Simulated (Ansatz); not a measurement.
Results of r²SCAN in Ansatz (PAW) for TbPd₃ (Pm-3m, No. 221).

Run with plane-wave cutoff 500 eV, 14×14×14 k mesh, Fermi–Dirac smearing 0.1 eV, spin-polarised start, scalar-relativistic PAW data made under PBE.

Computed at the level's own relaxed cell.

Question: What does this level give for the equilibrium volume per atom and equilibrium lattice constant a?

Answer: 
- equilibrium volume per atom: 17.17 Å³/atom
- equilibrium lattice constant a: 4.095 Å

Note: the magnetic order was assumed, not searched for or taken from measurement; the 4f shell is treated without U or exact exchange, so its levels and filling can be wrong.

Spin–orbit coupling is not included.

The computed numbers hold no vibrational or temperature effects.

Cost on a shared machine: very roughly 12 core-minutes.

Ansatz is a quantum-chemistry and plane-wave program.
